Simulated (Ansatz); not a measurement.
SiH3 on the 1x1 (0001) surface of hcp Co, ferromagnetic, one in a 2x2 cell, energies for each (21.5 Å²). Energies are against SiH4(g) − ½ H2(g), without zero-point or thermal terms; each row is named by its start. No converged result for: 1 more start.

These are PBE (plane waves to 420 eV, PAW; Ansatz, an electronic-structure program) values and carry that method's errors.

Model: 20-atom slab, 6.0 Å thick at the start under the adsorbate (thin: gaps and levels are the slab's own), 7x7x1 mesh, Fermi-Dirac 0.1 eV, dipole correction, 8 atoms held, the rest relaxed; each run with such symmetry as its start has; spin-polarised, no spin-orbit, no U, no dispersion correction.

A negative adsorption energy means that the adsorbate is more stable on the surface than in its reference. Heights count from the host atoms within 0.3 Å of the top one.

| starting site | E_ads (eV) | height (Å) | nearest host atom (Å) | bonded to | Δ work function (eV) | lateral drift (Å) | moment (μB) |
|---|---|---|---|---|---|---|---|
| top Co | -0.46 | 2.27 | Co 2.29 | Co | 0.32 | 0.0 | 26.3 |
| hollow Co-Co-Co | -0.81 | 1.96 | Co 2.43 | 3 Co | -0.27 | 0.0 | 26.4 |
| hollow Co-Co-Co over Co at depth 2.0 Å | -0.79 | 1.97 | Co 2.44 | 3 Co | -0.28 | 0.0 | 26.4 |
